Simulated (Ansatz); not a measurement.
What biaxial strain −0.50 %, plane normal [001], relaxed out of plane does to PbSe

Base system: PbSe in the rock salt structure (space group Fm-3m, No. 225; a = 6.1016 Å). Axes: x, y, z lie along the cube axes.

Now apply this change: biaxial strain −0.50 %, plane normal [001], relaxed out of plane (Cartesian); in-plane vectors clamped, the third vector and the atoms free.

Calculations: DFT with PBEsol, PAW potentials and a 420 eV plane-wave cutoff in Ansatz (a first-principles code), spin-orbit coupling left out. Settings: 9×9×9 k-points, 0.05 eV Fermi–Dirac smearing.

The volume per atom decreases by 0.26 Å³ (28.39 Å³ → 28.13 Å³) and the space group goes from Fm-3m (No. 225) to I4/mmm (No. 139). The shortest interatomic distance shrinks by 1.5 pm (305.1 pm → 303.6 pm) and the energy goes up by 0.7 meV/atom. The pressure (mean of the normal stresses, compression positive) goes from zero to 0.51 GPa and the band gap drops by 0.033 eV to 0.13 eV. The gap character comes out as direct at N and the valley order (the lowest conduction-band minima on the path, energy above the VBM, named in the base's zone) changes from L along ⟨111⟩ 0.17 eV; a point along ⟨110⟩, about 0.6 Å⁻¹ from Γ 1.03 eV to L along [1-1-1] 0.13 eV; a point along [1-10], about 0.6 Å⁻¹ from Γ 1.01 eV. The out-of-plane strain amounts to +0.08 %.

Cost of the whole job for the changed cell (relaxation, final SCF and bands): around 17 core-seconds (rough).

With Pb present, leaving out spin-orbit coupling can change the band edges. Stability against distortions was not tested. A zero or small gap of PbSe can be the functional's error rather than a property of the material. k-point labels follow each cell's own Brillouin zone.
